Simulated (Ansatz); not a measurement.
The starting structures come from a database of crystals and need not be the phases stable at ambient conditions.

Tunnelling through a barrier is set by its complex band structure: the current falls as exp(−2κd) with the smallest κ.

Data:

```xyz
2
Lattice="3.7926 0.0000 0.0000 0.0000 3.7926 0.0000 1.8963 1.8963 2.7365" Properties=species:S:1:pos:R:3 pbc="T T T"
Al     0.0000     0.0000     0.0000
P      1.8963     3.7926     1.3682
```

The cell is strained (lengths across the current scaled by 0.98, ions clamped); by PBEsol it stands under a pressure of 3.7 GPa.

Transport runs along the normal of the first two printed cell vectors, the (001) (indices of the unstrained crystal) plane of the conventional cell.

No gap correction and no spin-orbit coupling; mid-gap is the computed energy nearest the middle.

Task: Compute, with PBEsol (Ansatz, a program for electronic structure), the band gap and the smallest decay constant κ at mid-gap.

Result: Gap 1.31 eV on a 12×12×12 mesh; κ = 0.179 1/Å, at the zone centre.
